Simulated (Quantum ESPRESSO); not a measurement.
**Several settings converged on Se (C2, 3 atoms in the cell)**

```
CELL_PARAMETERS angstrom
      2.19156    -3.79589     0.00000
      2.19156     3.79589     0.00000
      0.00000     0.00000     4.96485
ATOMIC_POSITIONS crystal
  Se 0.00000 0.22500 0.66667
  Se 0.78641 0.78641 0.00000
  Se 0.22500 0.00000 0.33333
```

Base method: LDA (PZ), GBRV 1.5 ultrasoft (LDA) pseudopotentials (plane waves; Quantum ESPRESSO).

Base settings: ecutwfc = 40 Ry; ecutrho = 200 Ry; occupations = smearing; smearing = fd; degauss = 0.000734986 Ry; potentials = {Se: se_lda_v1.uspp.F.UPF}; K_POINTS = automatic 3 3 2 0 0 0; conv_thr = 1e-09 Ry; mixing_beta = 0.3.

The count of work is k-points × plane waves × bands × iterations; it is no time. Core times come from one kind of shared machine, to one figure; runs under 30 s give none.

**The cutoff for other potential files**

Level: DFT, LDA (PW92), plane waves, PseudoDojo standard norm-conserving (LDA) pseudopotentials.

In this ladder: ecutrho = default; pseudopotentials = {Se: Se.upf}.

The second cell is the first with its lattice scaled by 0.98.

The mesh stays at the base's, so the ladder's end is converged at best in this setting alone.

Only quantities that move along the ladder and can be compared are tabulated; the gap is left out on so coarse a mesh.

```tsv
ecutwfc	free energy less the last step's (meV/atom)	energy of the compressed cell less the first (meV/atom)	pressure (GPa)	largest difference of a force vector from the last step's (eV/Å)	count of work / last	core time / last (rough)
40 Ry	57310.25	-459.80	-1254.55	0.267	0.14	–
50 Ry	11632.42	-178.94	-413.43	0.085	0.18	–
63 Ry	647.27	14.40	-41.57	0.027	0.23	–
76 Ry	10.82	15.74	-1.44	0.004	0.27	0.4
90 Ry	1.06	15.85	-0.29	0.001	0.36	0.4
108 Ry	0.67	15.84	-0.29	0.000	0.47	0.6
135 Ry	0.40	15.84	-0.28	0.000	0.65	1
180 Ry	0.00	15.82	-0.29	0.000	1.0	1
```

Coarsest ecutwfc that holds the forces within 0.01 eV/Å of the last step, with all finer ones: 76 Ry, at 0.27 of the last step's count of work and about 0.4 of the last step's time; the step before is off by 0.027 eV/Å.

Coarsest ecutwfc that holds the free energy within 2 meV/atom of the last step, with all finer ones: 90 Ry, at 0.36 of the last step's count of work and about 0.4 of the last step's time; the step before is off by 11 meV/atom.

Coarsest ecutwfc that holds the pressure within 0.05 GPa of the last step, with all finer ones: 90 Ry, at 0.36 of the last step's count of work and about 0.4 of the last step's time; the step before is off by 1.1 GPa.

The energy difference between the two cells stays within 1 meV/atom of the last step's from 76 Ry on, the total only from 108 Ry on: much of the error is common to both cells and cancels.

At the lowest cutoff the pressure lies 1250 GPa under the last step's, the usual sign of Pulay stress in an incomplete plane-wave basis.

**The density cutoff**

The mesh stays at the base's, so the ladder's end is converged at best in this setting alone.

Only quantities that move along the ladder and can be compared are tabulated; the gap is left out on so coarse a mesh.

```csv
ecutrho,free energy less the last step's (meV/atom),pressure (GPa),largest difference of a force vector from the last step's (eV/Å)
80 Ry,-7.53,0.19,0.011
120 Ry,0.17,-0.30,0.000
160 Ry,0.15,-0.31,0.000
200 Ry,0.01,-0.31,0.000
240 Ry,0.03,-0.31,0.000
320 Ry,0.01,-0.30,0.000
400 Ry,0.00,-0.30,0.000
480 Ry,0.01,-0.31,0.000
640 Ry,0.00,-0.30,0.000
```

Coarsest ecutrho that holds the free energy within 1 meV/atom of the last step, with all finer ones: 120 Ry; the step before is off by 7.5 meV/atom.

Coarsest ecutrho that holds the forces within 0.005 eV/Å of the last step, with all finer ones: 120 Ry; the step before is off by 0.011 eV/Å.

Coarsest ecutrho that holds the pressure within 0.2 GPa of the last step, with all finer ones: 120 Ry; the step before is off by 0.50 GPa.

On the base run: the starting cell has typed, rounded lattice constants, without a prior relaxation at this level. Its lattice was rescaled by up to half a per cent. One atom was moved a little off its site on purpose.
